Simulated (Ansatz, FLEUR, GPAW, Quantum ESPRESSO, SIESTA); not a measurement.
**Code comparison for LaB₆ (Pm-3m, 7 atoms in the cell)**

Self-consistent single point, at a second geometry (lattice scaled by 0.98). First geometry:

```xyz
7
Lattice="4.1821 0.0000 0.0000 0.0000 4.1821 0.0000 0.0000 0.0000 4.1821" Properties=species:S:1:pos:R:3 pbc="T T T"
La     0.0000     0.0000     0.0000
B      3.3462     2.0910     2.0910
B      0.8359     2.0910     2.0910
B      2.0910     3.3462     2.0910
B      2.0910     0.8359     2.0910
B      2.0910     2.0910     3.3462
B      2.0910     2.0910     0.8359
```

Shared settings, as Ansatz (a first-principles code) writes them: kpoints.mp_grid.grid = 11 11 11; scf.occupations.method = fermi_dirac; scf.occupations.width = 0.1 eV. Potentials and cutoffs stand in the table.

```tsv
code	model	ΔF from the first geometry (meV/atom)	pressure (GPa)	largest force (eV/Å)	cutoff
FLEUR	PBE, all-electron FLAPW (FLEUR), scalar-relativistic valence	9.3	–	–	Kmax 4.1 1/bohr
GPAW	PBE, GPAW PAW datasets PBE (gpaw-data 1.0.1)	8.4	–	0.169	950 eV
Ansatz	PBE, PAW files	7.6	7.65	0.172	default
SIESTA	GGA PBE, numerical atomic orbitals TZP, PseudoDojo PBE standard norm-conserving potentials (rewritten from UPF to PSML)	24.8	12.36	0.174	grid 400 Ry
Quantum ESPRESSO	PBE, GBRV 1.5 ultrasoft (PBE) pseudopotentials	6.8	7.56	0.170	40 Ry
```

A dash marks a value that a program does not give, or that is left out as unsure.

The spread over the programs that give each value: ΔF from the first geometry within 18.0 meV/atom; pressure within 4.80 GPa; largest force within 0.005 eV/Å.

SIESTA uses small atom-centred bases, whose incompleteness enters pressures, forces and empty levels differently from a plane-wave cutoff. FLEUR treats all electrons, but the usual bases taken here (sphere radii, linearisation, local orbitals, empty states) were not tested for convergence, so the values are no reference for the others. Ansatz's pressure is given at a fixed set of plane waves, as the other plane-wave codes print theirs; with its correction for the finite basis it is 7.82 GPa. The pressure of GPAW is left out: its cutoff lies under the one at which its stress was checked. In the pressure, SIESTA (by 4.76) lies more than 1 GPa from the median of the plane-wave programs.

The starting cell comes from a database of computed structures (which also holds hypothetical and non-ambient phases and stackings), without a prior relaxation at this level. Its lattice was rescaled by a random factor within 2.5 % of one. For this run, on top of that: lattice scaled by 0.98.

Keys are those of Ansatz 0.2.
